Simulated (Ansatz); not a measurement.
The parent structure is CrPdO$_{2}$ (space group R-3m, No. 166; a = 2.919 Å, c = 17.924 Å (hexagonal axes); ferromagnetic; a cell from a computed database, its experimental status unchecked).

The values are results of PBEsol in Ansatz (plane waves to 420 eV, PAW, without spin-orbit coupling), not measurements.

For the base:

c/a ratio: 6.140
Lattice parameter a: 2.919 Å

Perturbation: spin polarisation is switched off and the cell is relaxed again.

**Question.** Estimate the effect on the c/a ratio.

**Answer.** The c/a ratio goes up by 0.8485 (6.140 → 6.989).

**Question.** Predict the new lattice parameter a.

**Answer.** The lattice parameter a shrinks by 0.2086 Å (2.919 Å → 2.711 Å).

Other magnetic orders, which the real material may have, were not ruled out. Whether these cells are dynamically stable was not tested. No Hubbard U is applied, and correlation can decide whether such a compound is a metal. Spin-polarised in the final run: base; the other runs are not.

Ansatz is an electronic-structure program.
